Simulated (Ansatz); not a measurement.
The parent structure is MgS in the rock salt structure (space group Fm-3m, No. 225; a = 5.182 Å).

Modification: cell and atoms relaxed at a pressure of 10 GPa.

Levels (all Ansatz, an electronic-structure program, PAW): PBEsol (420 eV, scalar-relativistic without spin-orbit coupling); HSE06 (420 eV, no spin-orbit coupling).

The geometry is relaxed with PBEsol.

| Property | Result |
|---|---|
| PBEsol band gap | 2.92 eV |

What does HSE06 give at this geometry for the band gap?

The band gap increases by 1.15 eV to 4.07 eV.

Single points use the geometry relaxed with PBEsol. HSE06 was sampled on its mesh, a few special points and the semilocal edge points, so its gap is an upper bound. Load acts through the strain it causes; cell and atoms are relaxed under it. Stability against distortions was not tested. No other phases were tried under pressure. The base started in P3_121 and relaxed to Fm-3m at this level.
